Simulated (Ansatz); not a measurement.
Results of r²SCAN (PAW; Ansatz, an electronic-structure program) for double-hcp La.

Settings: plane-wave cutoff 600 eV, 18×18×6 k mesh (along the axes of the cell as run), Fermi–Dirac smearing 0.035 eV (set by the program), scalar-relativistic PAW data made under PBE.

Computed at the level's own relaxed cell.

Hill averages of the elastic tensor: K = 22.8 GPa, G = 13.8 GPa. Volume 37.271 Å³/atom, mean atomic mass 138.905 u.

Q: Work out the density, the sound velocities of a polycrystal and the elastic Debye temperature at this level.

A: ρ = 1.66054 × 138.905/37.271 = 6.189 g/cm³. v_l = √[(K + 4G/3)/ρ] = 2.580 km/s and v_t = √(G/ρ) = 1.493 km/s. The mean follows from 3/v_m³ = 1/v_l³ + 2/v_t³: v_m = 1.657 km/s. Θ_D = (ħ/k_B) v_m (6π²/V)^(1/3) = 76.38 K Å s/km × 1.657 × 1.1669 Å⁻¹ = 148 K, counting all atoms of the cell.
